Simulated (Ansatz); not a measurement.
Worked example: self-consistent single point of Ge2W (I4mm, 3 atoms in the cell) in Ansatz (an electronic-structure program).

Level of theory: PBEsol, harder PAW files (source: ansatz) made with PBE (plane waves; Ansatz).

The change in words: lattice scaled by 0.98; basis.ecutwfc: 420 eV → 985 eV; hamiltonian.pseudopotentials: {kind: paw} (the program's default PAW files) → {kind: paw, source: ansatz}. Reference geometry:
```xyz
3
Lattice="-1.6706 1.6706 4.1092 1.6706 -1.6706 4.1092 1.6706 1.6706 -4.1092" Properties=species:S:1:pos:R:3 pbc="T T T"
Ge     0.0000     0.0000     2.8245
Ge     0.0000     0.0000     5.4440
W      0.0000     0.0000     0.0000
```

Reference input (self-consistent single point, DFT, PBEsol, plane waves, default PAW files made with PBE): basis.ecutwfc = 420 eV; kpoints.mp_grid.grid = 8 8 8; hamiltonian.xc = pbesol; hamiltonian.pseudopotentials = {kind: paw} (the program's default PAW files); scf.occupations.method = gaussian; scf.occupations.width = 0.1 eV. This run's input differs from it in these lines:

Ansatz 0.2 input:
```diff
@@ -3,11 +3,11 @@
   lattice:
-    - [-1.670601, 1.670601, 4.109244]
-    - [1.670601, -1.670601, 4.109244]
-    - [1.670601, 1.670601, -4.109244]
+    - [-1.637189, 1.637189, 4.027059]
+    - [1.637189, -1.637189, 4.027059]
+    - [1.637189, 1.637189, -4.027059]
   atoms:
-    - { symbol: Ge, position_ang: [-0.000000, 0.000000, 2.824481] }
-    - { symbol: Ge, position_ang: [0.000000, -0.000000, 5.444009] }
+    - { symbol: Ge, position_ang: [-0.000000, 0.000000, 2.767991] }
+    - { symbol: Ge, position_ang: [0.000000, -0.000000, 5.335128] }
     - { symbol: W, position_ang: [0.000000, 0.000000, 0.000000] }
 basis:
-  ecutwfc: 420.0
+  ecutwfc: 985.0
 kpoints:
@@ -16,3 +16,3 @@
   xc: pbesol
-  pseudopotentials: { kind: paw }
+  pseudopotentials: { kind: paw, source: ansatz }
 scf:
```

Output, abridged:

```
SCF iter   1: F=—  HF=-26267.989329 eV  |F-HF|=—  |Δ(HF+E_count)|=         —  Δρ=6.57e-2  dr2=2.79e0  ethr=3.10e-3  ⟨swp⟩=6.6  Hψ=9090  notcnv=0
all-band conjugate gradients solve this SCF's bands
preconditioner: auto → Kerker (q_TF=auto, 2.849 Å⁻¹)
SCF iter   2: F=—  HF=-26267.348181 eV  |F-HF|=—  |Δ(HF+E_count)|=   6.41e-1  Δρ=2.78e-2  dr2=3.54e-1  ethr=3.10e-3  ⟨swp⟩=3.0  Hψ=4420  notcnv=0  defer=87
   [... lines left out ...]
SCF iter   6: F=—  HF=-26267.232116 eV  |F-HF|=—  |Δ(HF+E_count)|=   6.61e-5  Δρ=1.86e-4  dr2=1.57e-5  ethr=2.92e-7  ⟨swp⟩=2.6  Hψ=3915  notcnv=0  defer=87
SCF iter   7: F=—  HF=-26267.232112 eV  |F-HF|=—  |Δ(HF+E_count)|=   4.05e-6  Δρ=6.25e-5  dr2=1.67e-6  ethr=2.81e-8  ⟨swp⟩=2.4  Hψ=3543  notcnv=0  defer=87
SCF iter   8: F=—  HF=-26267.232111 eV  |F-HF|=—  |Δ(HF+E_count)|=   1.26e-6  Δρ=2.66e-5  dr2=2.77e-7  ethr=2.99e-9  ⟨swp⟩=2.6  Hψ=4006  notcnv=0  defer=87
SCF iter   9: F=-26267.232110 eV  HF=-26267.232110 eV  |F-HF|=2.92e-8  |Δ(HF+E_count)|=   1.27e-7  Δρ=6.86e-6  dr2=3.51e-8  ethr=1.79e-10  ⟨swp⟩=15.2  Hψ=13131  notcnv=0
SCF 1 converged in 9 iterations: F = -26267.232110 eV  dr2 = 3.51e-8
Free energy (F): -26267.232110 eV
Internal energy: -26267.229942 eV  (E = F + TS)
E sigma→0 (E₀):  -26267.231026 eV
Entropy (-TS):   -0.002169 eV (-0.723 meV/atom)
Fermi energy:    21.942638 eV
--- Forces (eV/Å), atoms counted from 1 ---
  atom   1  Ge    -0.00000000    -0.00000000    -0.87875417
  atom   2  Ge     0.00000000     0.00000000     0.59301697
  atom   3  W      0.00000000     0.00000000     0.28573989
--- Stress (GPa, compression-positive) ---
        7.412752       0.000000       0.000000
        0.000000       7.412752       0.000000
        0.000000       0.000000      10.623776
  P = ⅓ Tr σ = 8.4831 GPa (84.831 kbar)
  The stress holds the Pulay correction. Without it, at fixed plane waves, as pw.x and ABINIT print it: P = 8.4772 GPa
```

The run converged in 9 iterations. Against the reference run the pressure goes from -3.95 to 8.48 GPa and the largest force goes from 0.554 to 0.879 eV/Å.

The starting cell comes from a database of computed structures (which also holds hypothetical and non-ambient phases and stackings), without a prior relaxation at this level. Its lattice was rescaled by up to half a per cent. One atom was moved a little off its site on purpose. For this run, on top of that: lattice scaled by 0.98. Spin polarisation is off. Ansatz's pressure includes its estimate of the finite-basis (Pulay) stress.
